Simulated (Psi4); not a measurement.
Psi4 1.11, TPSS/def2-svp: Nb(Cl)5 ([Cl][Nb]([Cl])([Cl])([Cl])[Cl]), 6 atoms. The geometry is a generated start, not checked to be a minimum at this level.

```yaml
task: energy
method: tpss
basis: def2-svp
memory: 3 GB
maxiter: 100
keys_of_the_molecule_block: symmetry c1
scf_type: df (default)
e_convergence: 1e-06 (default)
d_convergence: 1e-06 (default)
dft_radial_points: 75 (default)
dft_spherical_points: 302 (default)
effective_core_potentials: those of the basis set, past Kr
basis_functions: 121
grid_points: 129321
```

```xyz
6

Nb    -0.0014     0.0005    -0.0013
Cl     1.8857    -0.4144    -1.1720
Cl     0.9496    -0.9799     1.8540
Cl    -0.9529     0.9820    -1.8585
Cl    -1.6615    -1.5257     0.0398
Cl    -0.2195     1.9375     1.1381
```

Charge 0 and multiplicity 1 are set for this test and not shown to be the ground state.

With the defaults (diis = true, scf_initial_accelerator = adiis, damping_percentage = 0, level_shift = 0, level_shift_cutoff = 0.01, diis_start = 1, diis_max_vecs = 10, guess = auto, which took SAD) it converges in 11 SCF iterations. One run each on 2 threads, with these changes:
- level_shift = 0.1, level_shift_cutoff = 0.001
- level_shift = 0.5, level_shift_cutoff = 0.001
- diis_max_vecs = 3
- diis_start = 4
- diis_max_vecs = 20
- diis_max_vecs = 6
- scf_initial_accelerator = none
- diis = false, scf_initial_accelerator = none, damping_percentage = 60
- guess = huckel

Task: Name the settings that don't reach the solution of the defaults.

Result: No convergence: diis = false, scf_initial_accelerator = none, damping_percentage = 60 (the run ends without SCF convergence in 100 iterations). The rest reach the solution of the defaults.

```tsv
setting	SCF iterations	end
the defaults	11	same solution
scf_initial_accelerator = none	11	same solution
diis_max_vecs = 20	11	same solution
level_shift = 0.5, level_shift_cutoff = 0.001	12	same solution
diis_max_vecs = 6	12	same solution
guess = huckel	12	same solution
level_shift = 0.1, level_shift_cutoff = 0.001	13	same solution
diis_start = 4	18	same solution
diis_max_vecs = 3	44	same solution
diis = false, scf_initial_accelerator = none, damping_percentage = 60	100	no convergence
```

1 further run of the study ended by our limits or in an error and is left out.
